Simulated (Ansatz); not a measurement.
The structure below was relaxed with DFT with r2SCAN+rVV10, PAW potentials and a 500 eV plane-wave cutoff in Ansatz (a quantum-chemistry and plane-wave program), no spin-orbit coupling, earlier PAW set, at pressure 15 GPa.

```xyz
8
Lattice="3.6977 0.0000 0.0000 -1.8488 3.2023 0.0000 0.0000 0.0000 15.5642" Properties=species:S:1:pos:R:3 pbc="T T T"
In     0.0000     2.1348    10.3610
In     1.8488     1.0674     2.5789
In     1.8488     1.0674     5.2032
In     0.0000     2.1348    12.9853
Se     0.0000     2.1348     1.2136
Se     1.8488     1.0674     8.9957
Se     1.8488     1.0674    14.3506
Se     0.0000     2.1348     6.5685
```

Find the space group and the Wyckoff positions.

Space group P6₃/mmc (No. 194); a = b = 3.698 Å, c = 15.564 Å, α = β = 90.00°, γ = 120.00°

```
atom  site  symmetry       x       y       z
----  ----  --------  ------  ------  ------
In      4f       3m.  0.6667  0.3333  0.1657
Se      4f       3m.  0.3333  0.6667  0.0780
```

Load acts through the strain it causes; cell and atoms are relaxed under it. Whether these cells are dynamically stable was not tested. Competing high-pressure phases were not computed. The cell was made from InSe in the beta-GaS type structure (space group P6_3/mmc, No. 194; layered, stacked along the Cartesian z axis) by this change: pressure 15 GPa.
